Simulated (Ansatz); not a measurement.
This Ansatz (a first-principles code) input is the reference run, AlN in the zinc blende structure (space group F-43m, No. 216), computed with LDA (Ansatz, PAW, scalar-relativistic without spin-orbit coupling):

Ansatz 0.2 input:
```yaml
crystal:
  lattice:
    - [0, 2.1711334542, 2.1711334542]
    - [2.1711334542, 0, 2.1711334542]
    - [2.1711334542, 2.1711334542, 0]
  atoms:
    - { symbol: Al, position: [0, 0, 0] }
    - { symbol: N, position: [0.25, 0.25, 0.25] }
basis: { ecutwfc: 420, ecutrho_ratio: 4, xc_grid: 2, fft_grid_basis: typed }
kpoints: { mp_grid: { grid: [13, 13, 13] } }
hamiltonian:
  xc: lda
  dispersion: none
  pseudopotentials: { kind: paw }
scf: { occupations: { method: fermi_dirac, width: 0.05 }, convergence: { dr2_threshold: 0.0000000002 } }
output: { forces: true, stress: true }
checkpoint: { write: state.ck, write_every: 1000 }
```

### Question
Write the input for this change: tensile biaxial strain of 1.25 % in the plane normal to [111], as in epitaxy on a mismatched substrate; the out-of-plane cell vector and the atoms relax.

### Answer
Ansatz 0.2 input:
```yaml
crystal:
  lattice:
    - [3.1088269564, 0, 0]
    - [1.5544134782, 2.6923231202, 0]
    - [1.5544134782, -0.8974410401, 2.4913401624]
  atoms:
    - { symbol: Al, position: [0, 0, 0] }
    - { symbol: N, position: [0.5, 0.25, 0.75] }
basis: { ecutwfc: 420, ecutrho_ratio: 4, xc_grid: 2, fft_grid_basis: typed }
kpoints: { mp_grid: { grid: [13, 13, 13] } }
hamiltonian:
  xc: lda
  dispersion: none
  pseudopotentials: { kind: paw }
scf: { occupations: { method: fermi_dirac, width: 0.05 } }
relax: { f_tol: 0.005, max_steps: 50, cell: { stress_tol: 0.01, fix: [a, b, gamma] } }
output: { forces: true, stress: true }
checkpoint: { write: state.ck, write_every: 1000 }
```
This is the input that was run; other choices of cell and start would serve too.

No phonon test of stability was made. This is not the structure that AlN has at room temperature and ambient pressure.
